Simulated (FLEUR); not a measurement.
Band structure of Ge (Fd-3m, 2 atoms in the cell).

```yaml
crystal:
  lattice:
    - [0.00000, 2.85107, 2.85107]
    - [2.85107, 0.00000, 2.85107]
    - [2.85107, 2.85107, 0.00000]
  atoms:
    - { symbol: Ge, position: [0.00000, 0.00000, 0.00000] }
    - { symbol: Ge, position: [0.25000, 0.25000, 0.25000] }
```

Computed with PBE, all-electron FLAPW (FLEUR), scalar-relativistic valence.

Settings: Kmax = 3.6 1/bohr; GmaxXC = 12.6 1/bohr; xcFunctional = pbe; jspins = 1; l_soc = F; mode = hist; fermiSmearingEnergy = 0.00036749 Htr; mesh (inpgen div1-3) = 5 5 5; inpgen gamma flag = false; Gmax = 12.6 1/bohr; numbands = 0; maxIterBroyd = 15; imix = Anderson; alpha = 0.05.

The starting cell has typed, rounded lattice constants, without a prior relaxation at this level. Its lattice was rescaled by a random factor within 2.5 % of one. Values depend on the basis (sphere radii, cutoffs, local orbitals), which need not be converged.

Levels in eV from the Fermi level, bands 11 to 18:
```json
[
 {"point": "Γ", "11": "-12.62", "12": "-0.20", "13": "-0.01", "14": "-0.01", "15": "-0.01", "16": "2.53", "17": "2.53", "18": "2.53"},
 {"point": "X", "11": "-8.82", "12": "-8.82", "13": "-3.02", "14": "-3.02", "15": "0.78", "16": "0.78", "17": "9.32", "18": "9.32"},
 {"point": "W", "11": "-8.73", "12": "-8.73", "13": "-3.82", "14": "-3.82", "15": "4.23", "16": "4.23", "17": "4.73", "18": "4.73"},
 {"point": "K", "11": "-9.29", "12": "-8.24", "13": "-4.24", "14": "-2.59", "15": "1.18", "16": "4.04", "17": "7.07", "18": "7.27"},
 {"point": "L", "11": "-10.59", "12": "-7.52", "13": "-1.39", "14": "-1.39", "15": "0.10", "16": "3.74", "17": "3.74", "18": "7.12"},
 {"point": "U", "11": "-9.29", "12": "-8.24", "13": "-4.24", "14": "-2.59", "15": "1.18", "16": "4.04", "17": "7.07", "18": "7.27"}
]
```
